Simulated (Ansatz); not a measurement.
These are PBE (plane waves to 420 eV, PAW; Ansatz, a program for electronic structure) values and carry that method's errors.

Planar average of the electrostatic potential across the slab, in eV from the Fermi level, for Y on the 1x1 (110) surface of bcc Mo, one in a 3x3 cell, started at the site 'hollow Mo-Mo-Mo':

(z (Å), V (eV)): (5.49, 4.55); (5.78, 4.55); (6.07, 4.55); (6.36, 4.54); (6.64, 4.52); (6.93, 4.47); (7.22, 4.39); (7.51, 4.23); (7.80, 3.90); (8.09, 3.26); (8.38, 2.03); (8.67, -0.41); (8.96, -5.93); (9.24, -14.58); (9.53, -21.59); (9.82, -22.85); (10.11, -17.68); (10.40, -9.26); (10.69, -3.51); (10.98, -4.32); (11.27, -11.28); (11.56, -19.60); (11.84, -23.60); (12.13, -20.86); (12.42, -12.97); (12.71, -5.01); (13.00, -2.14); (13.29, -5.16); (13.58, -13.19); (13.87, -20.97); (14.16, -23.53); (14.44, -19.35); (14.73, -10.95); (15.02, -3.98); (15.31, -3.02); (15.60, -8.47); (15.89, -16.97); (16.18, -22.59); (16.47, -21.90); (16.76, -15.24); (17.04, -6.51); (17.33, -0.77); (17.62, 1.38); (17.91, 1.70); (18.20, 1.23); (18.49, 0.81); (18.78, 0.77); (19.07, 1.20); (19.36, 1.91); (19.64, 2.43); (19.93, 2.66); (20.22, 2.79); (20.51, 2.86); (20.80, 2.90); (21.09, 2.93); (21.38, 2.94); (21.67, 2.95); (21.96, 2.95); (22.24, 2.95); (22.53, 2.95); (22.82, 2.95)

Slab: 37 atoms, 6.5 Å thick at the start under the adsorbate (thin: gaps and levels are the slab's own); k 4x4x1, smearing 0.1 eV, dipole-corrected; 18 atoms held, the rest relaxed; start symmetry kept, larger cells not searched; no spin, no spin-orbit, no U, no dispersion correction. At the end it is bonded to 4 Mo. In PBE it is, or lies within 0.03 eV of, the lowest of the starts that converged.

Task: The surface cell has an area of 63.58 Å². What dipole along the normal does the step between the two vacuum levels imply?

Result: the top vacuum level lies 1.60 eV below the bottom one; p = −ε₀ A ΔV (ε₀ = 0.005526 e/(V·Å)) gives 0.56 e·Å a cell.
